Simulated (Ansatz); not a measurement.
Data:

```xyz
2
Lattice="0.0000 3.1848 3.1848 3.1848 0.0000 3.1848 3.1848 3.1848 0.0000" Properties=species:S:1:pos:R:3 pbc="T T T"
Te     0.0000     0.0000     0.0000
Sn     3.1848     3.1848     3.1848
```

No spin polarisation.

All numbers come from Ansatz (a first-principles code), r2SCAN, PAW, cutoff 500 eV, spin-orbit coupling left out. k-mesh 13×13×13 (Γ-centred); smearing 0.05 eV (Fermi–Dirac).

**Question.** Predict the electron mass.

**Answer.** 0.065 mₑ along k, 0.14 mₑ across (at L).

**Question.** Predict the gap character.

**Answer.** Direct at L.

**Question.** Predict the space group.

**Answer.** Fm-3m (No. 225).

With Te present, leaving out spin-orbit coupling can change the band edges. Masses are band curvatures over ±0.01 Å⁻¹ around the edge. Along k means along the line from Γ to the band edge. No phonon test of stability was made. The cell was made from PbTe by this change: Pb → Sn. The zero or small gap of SnTe can change with the level of theory.
